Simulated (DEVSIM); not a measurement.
Structure: Pd/La2O3/p-InP capacitor, at 300 K.

| layer (left to right) | material | thickness (nm) | Na (cm⁻³) |
|---|---|---|---|
| 1 | La2O3 | 3.10 | - |
| 2 | InP | 19000 | 1.1e15 |

Metal gate on the left, work function 5.2 eV. Fixed charge at the semiconductor interface 8e11 cm⁻² (in units of +e); interface traps 1e12 cm⁻² eV⁻¹, uniform in energy, neutral level at 0.5 of the gap above the valence band.

This is a model device: material constants are rounded textbook-type values typed into the input, and sizes, dopings and lifetimes were drawn at random. Values at 300 K.

| parameter | La2O3 | InP |
|---|---|---|
| gap (eV) | 5.8 | 1.344 |
| affinity (eV) | 1.8 | 4.38 |
| permittivity | 27 | 12.5 |
| Nc (cm⁻³) | - | 5.7e17 |
| Nv (cm⁻³) | - | 1.1e19 |

DEVSIM, 1D Poisson equation in equilibrium, Boltzmann statistics, complete ionisation; no quantum confinement or tunnelling. Metal contacts follow the ideal Schottky-Mott rule: no Fermi-level pinning, no interface dipoles.

### Question
Tabulate band edges, carrier densities and field at 0.3 V on the gate.

### Answer
Energies count from the Fermi level of the right contact; mesh points crowd at the junctions.

```
x (μm)    Ec (eV)  Ev (eV)  n (cm⁻³)  p (cm⁻³)  field (V/cm)
--------  -------  -------  --------  --------  ------------
0.000       3.100   -2.700     < 1e2     < 1e2        -36000
0.001148    3.096   -2.704     < 1e2     < 1e2        -36000
0.002421    3.091   -2.709     < 1e2     < 1e2        -36000
0.003568    0.509   -0.835     1.6e9    100000         13000
0.007273    0.514   -0.830     1.3e9    130000         13000
0.01481     0.524   -0.820     8.9e8    190000         13000
0.03302     0.548   -0.796     3.5e8    470000         13000
0.1037      0.636   -0.708     1.2e7     1.4e7         12000
0.2477      0.791   -0.553     29000     5.6e9          9600
0.5952      1.028   -0.316     < 1e2    5.5e13          4100
1.434       1.106   -0.238     < 1e2    1.1e15            14
4.693       1.106   -0.238     < 1e2    1.1e15           ≈ 0
10.98       1.106   -0.238     < 1e2    1.1e15           ≈ 0
15.68       1.106   -0.238     < 1e2    1.1e15           ≈ 0
17.99       1.106   -0.238     < 1e2    1.1e15           ≈ 0
18.58       1.106   -0.238     < 1e2    1.1e15           ≈ 0
18.83       1.106   -0.238     < 1e2    1.1e15           ≈ 0
18.93       1.106   -0.238     < 1e2    1.1e15           ≈ 0
18.98       1.106   -0.238     < 1e2    1.1e15           ≈ 0
19.00       1.106   -0.238     < 1e2    1.1e15           ≈ 0
19.00       1.106   -0.238     < 1e2    1.1e15           ≈ 0
19.00       1.106   -0.238     < 1e2    1.1e15           ≈ 0
```
